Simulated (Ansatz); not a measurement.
# What Li interstitial (started 2.34 Å from the nearest host atom), symmetric start does to CeO2

Start from a 12-atom supercell of CeO2 in the fluorite structure (space group Fm-3m, No. 225; a = 5.398 Å) at its relaxed geometry.

Perturbation: one Li atom is added in an open site, starting 2.34 Å from the nearest host atom, atoms relaxed at fixed cell.

Calculations: Kohn–Sham DFT with the PBEsol functional, run in Ansatz (a program for electronic structure) with PAW and 420 eV plane waves, without spin-orbit coupling. Γ-centred 5×5×5 mesh, Fermi–Dirac width 0.01 eV.

```json
{
 "final_site_of_the_added_atom": "8 O at 2.29 Å (cubic)"
}
```

Other magnetic orders, which the real material may have, were not ruled out. Open 4f shells without U are poorly described, and the f state was not checked. The cell is small, so the values are those of an ordered compound at a high defect concentration; dilute-limit values will differ. The defect started on the symmetric site and kept its symmetry, so it may sit on a saddle. Seeded moments were not kept for the base. No Hubbard U is applied, and correlation can decide whether such a compound is a metal. Spin-polarised in the final run: Li interstitial (started 2.34 Å from the nearest host atom); the other runs are not. The defect cell is spin-polarised and ends with 1.0 μB.
